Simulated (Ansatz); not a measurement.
We consider PbF₂ (Pnma, No. 62), described by r²SCAN (PAW; Ansatz, a quantum-chemistry and plane-wave program).

Run with plane-wave cutoff 500 eV, 6×10×6 k mesh (along the axes of the cell as run), Fermi–Dirac smearing 0.05 eV, scalar-relativistic PAW data made under PBE.

Cell (relaxed at this level):

```xyz
12
Lattice="6.4190 0.0000 0.0000 0.0000 3.8848 0.0000 0.0000 0.0000 7.6830" Properties=species:S:1:pos:R:3 pbc="T T T"
Pb     1.6398     0.9712     0.8003
Pb     1.5697     2.9136     4.6418
Pb     4.8494     0.9712     3.0412
Pb     4.7792     2.9136     6.8827
F      5.5168     0.9712     0.4901
F      4.1118     2.9136     4.3316
F      2.3072     0.9712     3.3514
F      0.9023     2.9136     7.1929
F      3.0354     0.9712     6.5164
F      0.1741     2.9136     2.6749
F      6.2450     0.9712     5.0082
F      3.3836     2.9136     1.1667
```

Problem. Predict the band gap.

Solution. 
- band gap: 4.79 eV (on the SCF k mesh)

Spin–orbit coupling is not included; with these elements it can move the gap by several tenths of an eV or more.

The computed numbers hold no vibrational or temperature effects.
